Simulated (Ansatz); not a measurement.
The starting structures come from a database of crystals and need not be the phases stable at ambient conditions.

By PBEsol, the system below comes out a metal.

The ballistic (Sharvin) conductance counts the channels at the Fermi level: G/A = (e²/h) × channels of both spins per area.

Consider the following.

```
RuSi
1.0
    2.91612     0.00000     0.00000
    0.00000     4.12402     0.00000
    0.00000     2.06201     2.06201
Si Ru
1 1
Cartesian
  1.45806   2.06201   0.00000
  0.00000   0.00000   0.00000
```

The cell is taken as given; by PBEsol it stands under a pressure of -1.7 GPa.

The current flows along the normal of the first two printed cell vectors, the (110) plane of the conventional cell. No spin-orbit coupling; the value is a mean over 0.1 eV about the Fermi level.

Problem. Give the ballistic conductance per area that PBEsol (Ansatz, a quantum-chemistry and plane-wave program) yields.

Solution. 0.45 × 10¹⁵ S/m² for both spins.
